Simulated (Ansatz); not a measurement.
Base system: Sn in the diamond structure (space group Fd-3m, No. 227).

```
Sn
1.0
    0.00000     3.28336     3.28336
    3.28336     0.00000     3.28336
    3.28336     3.28336     0.00000
Sn
2
Direct
  0.25000   0.25000   0.25000
  0.00000   0.00000   0.00000
```

Cartesian axes are those of the cell as printed.

Level of theory: DFT with r2SCAN, PAW potentials and a 500 eV plane-wave cutoff in Ansatz (a first-principles code), no SOC.

Base values:

| Property | Result |
|---|---|
| Pressure | 0.0 GPa |
| Band gap | zero |
| Shortest interatomic distance | 2.843 Å |

Perturbation: biaxial strain −3.96 %, plane normal [001], relaxed out of plane (Cartesian); in-plane vectors clamped, the third vector and the atoms free.

**Question.** Predict the new pressure.

**Answer.** The pressure (mean of the normal stresses, compression positive) goes from zero to 2.1 GPa.

**Question.** Predict the new energy relative to the base.

**Answer.** The energy grows by 26 meV/atom.

**Question.** What happens to the band gap?

**Answer.** The band gap is still zero.

**Question.** How does this affect the shortest interatomic distance?

**Answer.** The shortest interatomic distance shrinks by 0.038 Å, from 2.843 Å to 2.805 Å.

Stability against distortions was not tested.
